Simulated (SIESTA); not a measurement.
A self-consistent single point of Na3Cd (Fm-3m, 4 atoms in the cell) with SIESTA.

Level of theory: LDA PW92, numerical atomic orbitals DZP, PseudoDojo LDA standard norm-conserving potentials (rewritten from UPF to PSML) in SIESTA.

```
Na3Cd
1.0
    0.00000     3.87624     3.87624
    3.87624     0.00000     3.87624
    3.87624     3.87624     0.00000
Na Cd
3 1
Direct
  0.25000   0.25000   0.25000
  0.75000   0.75000   0.75000
  0.50000   0.50000   0.50000
  0.00000   0.00000   0.00000
```

Reference input (self-consistent single point, DFT, LDA PW92, numerical atomic orbitals DZP, PseudoDojo LDA standard norm-conserving potentials (rewritten from UPF to PSML)): XC.functional = LDA; XC.authors = PW92; potentials = PseudoDojo LDA standard; PAO.BasisSize = DZP; PAO.EnergyShift = 0.01 Ry; MeshCutoff = 400 Ry; kgrid.MonkhorstPack = 10 10 10; OccupationFunction = FD; ElectronicTemperature = 100 meV; MaxSCFIterations = 150; SCF.Mixer.Method = Pulay; SCF.Mixer.Weight = 0.2. This run's input differs from it in these lines:

```diff
@@ -30,5 +30,5 @@
 %block kgrid.MonkhorstPack
-   10   0   0  0.0
-    0  10   0  0.0
-    0   0  10  0.0
+    5   0   0  0.0
+    0   5   0  0.0
+    0   0   5  0.0
 %endblock kgrid.MonkhorstPack
```

The program printed (abridged):

```
        iscf     Eharris(eV)        E_KS(eV)     FreeEng(eV)     dDmax    Ef(eV) dHmax(eV)
   scf:    1    -8478.786018    -8486.754766    -8486.818793  1.069370 -3.138387 13.002158
   scf:    2    -8490.680790    -8488.972228    -8489.038801  0.332411 -3.253586  5.995083
   scf:    3    -8489.864236    -8489.545879    -8489.614900  0.206792 -3.356418  1.279070
   scf:    4    -8489.517981    -8489.547628    -8489.616747  0.084864 -3.418637  1.215939
   scf:    5    -8489.560722    -8489.566900    -8489.634812  0.065923 -3.397270  0.522075
   scf:    6    -8489.572237    -8489.570336    -8489.638740  0.013480 -3.408334  0.099454
   scf:    7    -8489.570029    -8489.570326    -8489.638779  0.007802 -3.410068  0.083164
   scf:    8    -8489.570498    -8489.570443    -8489.638890  0.003794 -3.409995  0.001619
mix: Pulay -- inversion failed, > SVD [rank/size] 5 / 7
   scf:    9    -8489.570441    -8489.570442    -8489.638890  0.000237 -3.410012  0.003714
   scf:   10    -8489.570449    -8489.570446    -8489.638890  0.000128 -3.409960  0.000075
mix: Pulay -- inversion failed, > SVD [rank/size] 4 / 7
   scf:   11    -8489.570446    -8489.570446    -8489.638890  0.000002 -3.409962  0.000004
SCF Convergence by DM+H criterion
max |DM_out - DM_in|         :     0.0000016800
max |H_out - H_in|      (eV) :     0.0000037836
SCF cycle converged after 11 iterations

Using DM_out to compute the final energy and forces

siesta: E_KS(eV) =            -8489.5704

siesta: E_KS - E_eggbox =     -8489.5704

siesta: Atomic forces (eV/Ang):
     1   -0.000000   -0.000000   -0.000000
     2   -0.000000   -0.000000   -0.000000
     3    0.000000    0.000000    0.000000
     4    0.000000    0.000000    0.000000
   Tot   -0.000000   -0.000000   -0.000000
   Max    0.000000
   Res    0.000000    sqrt( Sum f_i^2 / 3N )
   Max    0.000000    constrained

Stress tensor Voigt[x,y,z,yz,xz,xy] (kbar):       12.28       12.28       12.28       -0.00       -0.00       -0.00
(Free)E + p*V (eV/cell)    -8490.5320
   [... lines left out ...]
siesta: FreeEng =     -8489.638890
siesta: Cell volume =        116.482846 Ang**3
siesta:         -12.28456648        -12.28456261  kBar
   [... lines left out ...]
              0.203   1.990   1.990   1.968   1.990   1.968  -0.016  -0.016

              0.007  -0.016   0.007

mulliken: Qtot =       47.000

Mulliken Atomic Populations:
Atom #   charge [q] valence [e]  Species
     1    -0.234803    9.234803  Na
     2    -0.234803    9.234803  Na
     3     0.074692    8.925308  Na
     4     0.394913   19.605087  Cd
 Total     0.000000
```

The run converged in 11 iterations. Against the reference run the free energy goes up by 2.1 meV/atom and the pressure stays at -1.23 GPa.

The starting cell comes from a database of computed structures (which also holds hypothetical and non-ambient phases and stackings), without a prior relaxation at this level. Values carry the incompleteness of an atom-centred basis.
